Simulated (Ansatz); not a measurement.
## Evanescent states of SiO2 (P4_2/mnm, rutile, 6 atoms a cell, 7.9 Å³ an atom, -5 GPa at this level) along the normal of (110)

All values below come from r2SCAN (plane waves, PAW; Ansatz, an electronic-structure program).

No gap correction and no spin-orbit coupling; mid-gap is the computed energy nearest the middle.

Energies count from the valence-band top; κ is the least over a 12×6 mesh across the current.

```csv
E (eV),κ (1/Å),where
0.14,0.201,Γ
0.43,0.334,Γ
0.72,0.359,Γ
1.01,0.380,Γ
1.30,0.396,Γ
1.59,0.409,Γ
1.89,0.418,Γ
2.17,0.425,Γ
2.46,0.429,Γ
2.75,0.430,Γ
3.04,0.429,Γ
3.33,0.425,Γ
3.62,0.418,Γ
3.92,0.408,Γ
4.21,0.395,Γ
4.50,0.378,Γ
4.79,0.357,Γ
5.08,0.330,Γ
5.37,0.296,Γ
5.66,0.251,Γ
5.95,0.186,Γ
6.24,0.043,Γ
```

### Question
How thick must the barrier be to attenuate the transmission by 10^6 when the electrodes' Fermi level lies at 2.46 eV, and what attenuation does that film give at 3.33 eV?

### Answer
d = 6 ln 10 / (2 × 0.429) = 16.1 Å. At 3.33 eV it gives 6 × 0.425/0.429 = 5.9 decades.
